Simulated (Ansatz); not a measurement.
W2C, thickness series

The parent structure is W$_{2}$C (space group P-3m1, No. 164; a = 3.009 Å, c = 4.623 Å).

Free-standing slabs (3 atom(s) a layer) normal to the stacking axis with 15 Å of vacuum; in-plane cell relaxed.

Method: PBEsol-D3(BJ), PAW, 420 eV (Ansatz, a program for electronic structure; scalar-relativistic without spin-orbit coupling).

Notes on the quantities. excess energy per area of both faces: slab less bulk energy over the cell's area: twice a surface energy; uncertain by up to 0.2 J/m².

```json
[
 {"case": "base", "excess energy per area of both faces": "–", "thickness between the outermost nuclei": "–", "shortest interatomic distance": "2.101 Å"},
 {"case": "1 layer", "excess energy per area of both faces": "9.2 J/m²", "thickness between the outermost nuclei": "2.65 Å", "shortest interatomic distance": "2.105 Å"},
 {"case": "2 layers", "excess energy per area of both faces": "8.4 J/m²", "thickness between the outermost nuclei": "6.98 Å", "shortest interatomic distance": "2.064 Å"},
 {"case": "3 layers", "excess energy per area of both faces": "8.5 J/m²", "thickness between the outermost nuclei": "11.62 Å", "shortest interatomic distance": "2.068 Å"},
 {"case": "4 layers", "excess energy per area of both faces": "8.4 J/m²", "thickness between the outermost nuclei": "16.24 Å", "shortest interatomic distance": "2.067 Å"}
]
```

Slab and bulk use different k-meshes, which limits the precision of the excess energy. Stability against distortions was not tested. All final runs are without spin polarisation.
